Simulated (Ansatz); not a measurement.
# Rh under a change: biaxial strain +3.46 %, plane normal [110], relaxed out of plane

Take Rh in the fcc (Cu type) structure (space group Fm-3m, No. 225; a = 3.800 Å) as the base. Axes: x, y, z lie along the cube axes.

The change: biaxial strain +3.46 %, plane normal [110], relaxed out of plane (Cartesian); in-plane vectors clamped, the third vector and the atoms free.

Level of theory: r2SCAN/PAW in Ansatz (an electronic-structure program), no spin-orbit coupling. k-mesh 21×21×21 (Γ-centred); smearing 0.05 eV (Fermi–Dirac).

Volume per atom: 14.42 Å³ (base 13.72 Å³)
Space group: Immm (No. 71) (base Fm-3m (No. 225))
Shortest interatomic distance: 263.8 pm (base 268.7 pm)
Energy relative to the base (free energy F): +54 meV/atom
Pressure (mean of the normal stresses, compression positive): -11.5 GPa (base 0.0 GPa)
Band gap: zero (base zero)
Out-of-plane strain: -1.82 % (rough)
Mean in-plane stress (compression positive): -17.2 GPa (rough)

Final structure (turned so that z lies along the plane normal):

```
Rh
1.0
    0.00000     0.00000    -2.63817
   -1.38999     1.96574    -1.31908
    1.38999     1.96574    -1.31908
Rh
1
Cartesian
  0.00000   0.00000   0.00000
```

Cost of the whole job for the changed cell (relaxation, final SCF and bands): roughly 2.5 core-minutes.

A biaxial case was relaxed in a doubled cell and then solved in the primitive one. Without a gap, meshes like the base's 21×21×21 leave anisotropic stresses uncertain by several tenths of a GPa, and small strain energies with them. No phonon test of stability was made. All final runs are without spin polarisation. Rh lies near a magnetic instability that expansion can trigger; it was not tested.
